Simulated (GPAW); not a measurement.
GPAW run on SrHI (P1, 6 atoms in the cell): self-consistent single point.

Level of theory: PBEsol, GPAW PAW datasets PBEsol (made by gpaw-setup) (plane waves; GPAW 25.7.0).

```xyz
6
Lattice="4.2896 0.0000 0.0000 0.0000 4.2896 0.0000 0.0000 0.0000 9.0978" Properties=species:S:1:pos:R:3 pbc="T T T"
Sr    -0.0209     2.1306     1.2890
Sr     2.1410    -0.0004     7.7710
H      2.1842     2.1380     0.0058
H     -0.0178     0.0101     0.0099
I     -0.0016     2.1477     6.2325
I      2.1495     0.0084     2.8874
```

Reference input (self-consistent single point, DFT LDA (Perdew-Wang 92), plane waves, GPAW PAW datasets LDA (gpaw-data 1.0.1)): mode = pw; ecut = 850 eV; xc = LDA; kpts = 4 4 2; mesh shift (steps) = 0 0 0; occupations.name = fermi-dirac; occupations.width = 0 eV; nbands = -6; convergence.density = 1e-05 e/electron; convergence.energy = 1e-05 eV/electron; convergence.bands = -4; symmetry.symmorphic = false. This run's input differs from it in these lines:

```diff
@@ -17,3 +17,3 @@
 calc = GPAW(mode=PW(850),
-            xc='LDA',
+            xc='PBEsol',
             kpts={'size': (4, 4, 2), 'gamma': True},
```

Its files differ too (potentials: GPAW PAW datasets PBEsol (made by gpaw-setup)).

Output (repeated stretches shortened):

```
     iter     time        total  log10-change:
                         energy   eigst   dens
iter:   1 --:--:--   -22.352583   +0.58
iter:   2 --:--:--   -22.173973   -0.23  -1.16
iter:   3 --:--:--   -21.286141   -0.61  -1.21
iter:   4 --:--:--   -21.318876   -1.38  -1.41
iter:   5 --:--:--   -21.159666   -1.63  -1.45
   [... 3 lines left out ...]
iter:   9 --:--:--   -21.162734   -3.20  -2.62
iter:  10 --:--:--   -21.162927   -1.75  -2.78
iter:  11 --:--:--   -21.162262   -1.81  -2.92
iter:  12 --:--:--   -21.162231   -2.43  -3.45
iter:  13 --:--:--   -21.162241c  -2.98  -3.63
iter:  14 --:--:--   -21.162224c  -3.69  -3.64
iter:  15 --:--:--   -21.162227c  -4.41  -3.75
iter:  16 --:--:--   -21.162221c  -4.95  -3.70
iter:  17 --:--:--   -21.162227c  -5.48  -3.86
iter:  18 --:--:--   -21.162222c  -5.84  -3.95
iter:  19 --:--:--   -21.162221c  -6.61  -4.41
iter:  20 --:--:--   -21.162221c  -7.07  -4.66
iter:  21 --:--:--   -21.162221c  -7.50c -4.72
iter:  22 --:--:--   -21.162221c  -7.54c -4.80
iter:  23 --:--:--   -21.162221c  -7.95c -4.79
iter:  24 --:--:--   -21.162221c  -8.05c -4.91
iter:  25 --:--:--   -21.162221c  -7.92c -5.05c
Converged after 25 iterations.

Dipole moment: (0.827301, -0.438798, -0.555376) |e|*Ang

Energy contributions relative to reference atoms: (reference = -559833.660682)

Kinetic:        +17.632378
Potential:      -16.070089
External:        +0.000000
XC:             -22.191338
Entropy (-ST):   +0.000000
Local:           -0.533172
SIC:             +0.000000
--------------------------
Free energy:    -21.162221
Extrapolated:   -21.162221

Showing only first 2 kpts
 Kpt  Band  Eigenvalues  Occupancy
  0    16      1.97397    2.00000
  0    17      1.97654    2.00000
  0    18      6.16703    0.00000
  0    19      6.62069    0.00000

  1    16      1.99919    2.00000
  1    17      2.61479    2.00000
  1    18      6.08635    0.00000
  1    19      6.40148    0.00000

Fermi level: 4.24635

Gap: 3.263 eV
Transition (v -> c):
   [... lines left out ...]
Direct gap: 3.472 eV
   [... lines left out ...]
  0 Sr    0.11840    0.06878    0.15927
  1 Sr    0.00211   -0.00448    0.02277
  2 H    -0.12727    0.01059   -0.06085
  3 H     0.03338   -0.04370   -0.06303
  4 I     0.00403   -0.00354    0.11048
  5 I    -0.03064   -0.02764   -0.16857

Stress tensor:
     0.007975    -0.000021    -0.000309
    -0.000021     0.008058    -0.000166
    -0.000309    -0.000166     0.006848
Stress (GPa, Voigt): [ 1.2778  1.291   1.0971 -0.0266 -0.0495 -0.0033]
```

The run converged in 25 iterations. GPAW prints stress with tension positive. Against the reference run the pressure goes from -2.45 to -1.22 GPa, the largest force goes from 0.243 to 0.210 eV/Å and the gap on the mesh goes from 3.137 to 3.263 eV.

The starting cell comes from a database of computed structures (which also holds hypothetical and non-ambient phases and stackings), without a prior relaxation at this level. Its atoms were displaced at random from the sites of space group no. 129. Spin-orbit coupling is off.

Cost on one core of a shared machine: roughly 3 min.
